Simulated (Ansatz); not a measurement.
Take WSi$_{2}$ (space group I4/mmm, No. 139; a = 3.2026 Å, c = 7.8157 Å) as the base.

Computed with PBEsol in Ansatz (plane waves to 420 eV, PAW, without spin-orbit coupling).

```
level   lattice parameter a  lattice parameter c
------  -------------------  -------------------
PBEsol              3.203 Å              7.816 Å
```

Measured: lattice parameter a 3.21395 Å (temperature not stated; as listed in Orest Pavlosiuk et al., Phys. Rev. B (2022)); lattice parameter c 7.83128 Å (temperature not stated; as listed in Orest Pavlosiuk et al., Phys. Rev. B (2022)).

Computed minus measured — lattice parameter a: PBEsol -0.4 %; lattice parameter c: PBEsol -0.2 %. Measured values not marked as corrected hold thermal and zero-point effects that the static-lattice runs lack.

No phonon test of stability was made. The final runs are not spin-polarised.

Ansatz is a first-principles code.
